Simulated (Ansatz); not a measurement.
Results of r²SCAN0 (Ansatz, a quantum-chemistry and plane-wave program, PAW) for BN (Fmm2, No. 42, 2 atoms in the cell; start mp-685145; a measured phase of this formula has another space group).

Settings: plane-wave cutoff 520 eV, 12×12×12 k mesh, Fermi–Dirac smearing 0.01 eV, scalar-relativistic PAW data made under PBE.

Cell (relaxed at this level):

```
CELL_PARAMETERS angstrom
      0.00000     3.49468     2.15421
      1.24489     0.00000     2.15421
      1.24489     3.49468     0.00000
ATOMIC_POSITIONS crystal
  B  0.00008 0.00008 0.99992
  N  0.66662 0.66662 0.33338
```

**Question.** Estimate the band gap, smallest direct gap on the k points sampled and direct gap at Γ that the calculation returns.

**Answer.** 
- band gap = 6.08 eV (indirect)
- smallest direct gap on the k points sampled = 7.14 eV
- direct gap at Γ = 8.54 eV

Note: the relaxation could not lower the start's symmetry, so the cell can be a saddle point above a distorted one; the cell has widely spaced layers and the level no dispersion term, so their spacing and the moduli can rest on weak binding.

Static lattice: no zero-point or thermal effects.

Cost on a shared machine: about 50 core-minutes (a rough figure).

A start named mp-… is a Materials Project structure, which need not be a measured phase.
